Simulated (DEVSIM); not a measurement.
Device: illuminated Si n-on-p cell, one wavelength, with a back-surface field, at 250 K.

Layer 1 from the left is Si, thickness (μm) 0.260, Nd (cm⁻³) 4.3e18, τn (s) 2.7e-5, τp (s) 8e-5, absorption coefficient (cm⁻¹) 460. Layer 2 from the left is Si, thickness (μm) 290, Na (cm⁻³) 4.6e16, τn (s) 0.00038, τp (s) 0.00038, absorption coefficient (cm⁻¹) 460. Layer 3 from the left is Si, thickness (μm) 0.480, Na (cm⁻³) 1e18, τn (s) 0.00038, τp (s) 0.00038, absorption coefficient (cm⁻¹) 460.

Left contact: ohmic, minority hole recombination velocity 10000 cm/s. Right contact: ohmic, minority electron recombination velocity 4000 cm/s. Voltage is applied to the left contact. Recombination: SRH at mid-gap, radiative, Auger. Light enters at the left, 2e18 photons cm⁻² s⁻¹, one pass, no reflection. Mobility is μmin + (μ − μmin)/(1 + (N/Nref)^α).

This is a model device: material constants are rounded textbook-type values typed into the input, and sizes, dopings and lifetimes were drawn at random. Values at 300 K; Nc and Nv go as T^1.5, mobilities as T to minus their exponent, the gap by Varshni's rule with the affinity fixed.

Si: gap (eV) 1.124, affinity (eV) 4.05, permittivity 11.7, Nc (cm⁻³) 2.86e19, Nv (cm⁻³) 3.1e19, μn (cm²/Vs) 1417, μp (cm²/Vs) 470, μn,min 52, μp,min 45, Nref,n 9.7e16, Nref,p 2.2e17, αn 0.68, αp 0.72, T exponent of μn 2.3, T exponent of μp 2.2, B (cm³/s) 4.7e-15, Cn (cm⁶/s) 2.8e-31, Cp (cm⁶/s) 9.9e-32, Varshni α (eV/K) 0.000473, Varshni β (K) 636.

DEVSIM, 1D drift-diffusion, Boltzmann statistics, complete ionisation; no tunnelling, impact ionisation, image-force lowering or self-heating.

Dark forward current:

```
|V| (V)  |J| (A/cm²)
-------  -----------
0.40        1.067e-9
0.45        9.339e-9
0.50        8.994e-8
0.55        8.983e-7
0.60        9.088e-6
0.65        9.234e-5
0.70       0.0009395
0.75        0.009546
0.80         0.09542
0.85          0.8727
0.90           6.800
0.95           38.80
1.00           134.3
1.05           308.9
1.10           553.1
1.15           852.8
1.20            1196
1.25            1573
1.30            1979
1.35            2407
```

Problem. Work out the local ideality factor n = ΔV / (kT/q · ln(J2/J1)) between the rows 0.40 and 0.45 V, 0.65 and 0.70 V, 1.30 and 1.35 V.

Solution. kT/q = 21.54 mV. From 0.40 to 0.45 V: ln(9.339e-9/1.067e-9) = 2.169, n = 1.07, near the 1 of diffusion or emission over a barrier. From 0.65 to 0.70 V: ln(0.0009395/9.234e-5) = 2.320, n = 1.00, near the 1 of diffusion or emission over a barrier. From 1.30 to 1.35 V: ln(2407/1979) = 0.196, n = 11.86.

Problem. What current could the absorbed light give at most, and what share is collected?

Solution. Σ αd = 13.4, so qΦ(1 − exp(−Σ αd)) = 320 mA/cm². The simulated short-circuit current is 315.6 mA/cm², a share of 0.98.

Problem. Estimate the open-circuit voltage by superposition: the voltage at which the dark current equals that short-circuit current.

Solution. Interpolating ln J in the table gives 0.827 V. The simulation gives 0.826 V, the same within the digits that matter. Superposition holds where collection doesn't change with voltage.

Problem. Estimate the fill factor from FF0 = (v − ln(v + 0.72))/(v + 1), v = qVoc/(nkT), with n from the dark curve.

Solution. The rows about Voc, 0.80 and 0.85 V, give n = 1.05, so v = 36.6 and FF0 = 0.877. The simulation gives 0.879, the same within the digits that matter.
